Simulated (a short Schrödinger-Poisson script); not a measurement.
## Gated Al0.4Ga0.6N/GaN polarisation-induced gas

System: gated Al0.4Ga0.6N/GaN polarisation-induced gas, at 20 K.

```csv
layer,material,thickness (nm),Na (cm⁻³)
1,Al0.4Ga0.6N,25,-
2,GaN,6000,1e14
```

Constants are typed, rounded textbook-type inputs, not results; the design itself was drawn at random and stands for no fabricated device. Al0.4Ga0.6N: permittivity 9.26, conduction-band edge (eV) 0.58, gap (eV) 4.258, electron mass (mₑ) 0.248, Nv at 300 K (cm⁻³) 4.6e19. GaN: permittivity 9.5, conduction-band edge (eV) 0, gap (eV) 3.43, Nv at 300 K (cm⁻³) 4.6e19.

Channel valleys (confinement mass, in-plane density-of-states mass, number): Γ 0.2, 0.2, 1. At the gate the conduction-band edge of layer 1 lies 1.36 eV − eVg above the Fermi level of the channel; the field vanishes at the back. Sheet of polarisation charge: +2e13 e/cm² at 25 nm from the gate. The barrier under the gate holds no holes. Gaps are held at their typed values at every temperature. Mesh 0.08 nm at interfaces.

From a short Schrödinger-Poisson script (our own, NumPy): 1D Poisson equation in equilibrium, electrons quantum, Hartree plus LDA exchange-correlation (BenDaniel-Duke, 40 states a valley, the channel's in-plane mass for all, wave functions free to enter the barrier), parabolic valleys, classical holes, full ionisation, no traps, pinning or gate leakage.

```
Vg (V)  electrons (cm⁻²)  in the channel layer  C (μF/cm²)  Γ E0 (meV)  Γ E1 (meV)
------  ----------------  --------------------  ----------  ----------  ----------
0.5              1.84e13               1.68e13       0.319      -196.7       -23.6
-0.1             1.72e13               1.59e13       0.319      -185.3       -20.7
-0.7             1.60e13               1.49e13       0.318      -173.8       -18.0
-1.3             1.48e13               1.39e13       0.317      -162.1       -15.4
-1.9             1.36e13               1.29e13       0.317      -150.3       -13.0
-2.5             1.25e13               1.18e13       0.316      -138.5       -10.7
-3.1             1.13e13               1.08e13       0.315      -126.5        -8.5
-3.7             1.01e13               9.70e12       0.314      -114.4        -6.5
-4.3             8.93e12               8.61e12       0.314      -102.1        -4.6
-4.9             7.75e12               7.52e12       0.313       -89.8        -2.7
-5.5             6.58e12               6.42e12       0.312       -77.2        -0.7
-6.1             5.42e12               5.31e12       0.311       -64.4         2.0
-6.7             4.26e12               4.19e12       0.309       -50.9         7.4
-7.3             3.10e12               3.07e12       0.307       -37.1        13.2
-7.9             1.96e12               1.94e12       0.304       -23.4        17.4
-8.5             8.28e11               8.25e11       0.298        -9.9        18.8
```

Gate voltages with under 1e6 electrons/cm² are left out.

Subbands count from the Fermi level.
